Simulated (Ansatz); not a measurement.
Data:

End structure of CO on the 1x1 (111) surface of fcc Cu, one in a 2x2 cell, started at the site 'hollow Cu-Cu-Cu over Cu at depth 2.1 Å':

```xyz
18
Lattice="5.1336 0.0000 0.0000 -2.5668 4.4458 0.0000 0.0000 0.0000 25.5000" Properties=species:S:1:pos:R:3 pbc="T T T"
Cu     0.0000     1.4819     9.6433
Cu    -1.2834     3.7049     9.6433
Cu     2.5668     1.4819     9.6433
Cu     1.2834     3.7049     9.6433
Cu     1.2834     0.7410    11.7147
Cu     0.0000     2.9639    11.7147
Cu     3.8502     0.7410    11.7147
Cu     2.5668     2.9639    11.7147
Cu     0.0000     0.0000    13.7506
Cu    -1.2771     2.2265    13.8069
Cu     2.5668    -0.0073    13.8069
Cu     1.2771     2.2265    13.8069
Cu     0.0000     1.4862    15.9123
Cu    -1.2797     3.7027    15.9123
Cu     2.5668     1.4819    15.8265
Cu     1.2797     3.7027    15.9123
C      0.0000     0.0000    17.3226
O      0.0000     0.0000    18.4959
```

Model: 18-atom slab, 6.2 Å thick at the start under the adsorbate (thin: gaps and levels are the slab's own), 6x6x1 mesh, Fermi-Dirac 0.1 eV, dipole correction, single point; on the structure that PBE left under its start's symmetry; no spin, no spin-orbit, no U, no dispersion correction. At the end it is bonded to 3 Cu. In PBE it is, or lies within 0.03 eV of, the lowest of the starts that converged; the order may differ at this level.

A negative adsorption energy means that the adsorbate is more stable on the surface than in its reference.

Estimate the work function of the top face that r2SCAN, at the PBE geometry run with Ansatz (a quantum-chemistry and plane-wave program) returns for this input.

5.49 eV

What is the computed change of the work function (r2SCAN, at the PBE geometry)?

0.69 eV

Estimate the adsorption energy against CO(g) at the same level that r2SCAN, at the PBE geometry returns for this input.

-19.5 kcal/mol

Predict the change of the step from the bottom to the top vacuum level, against the clean slab from r2SCAN, at the PBE geometry.

0.67 eV
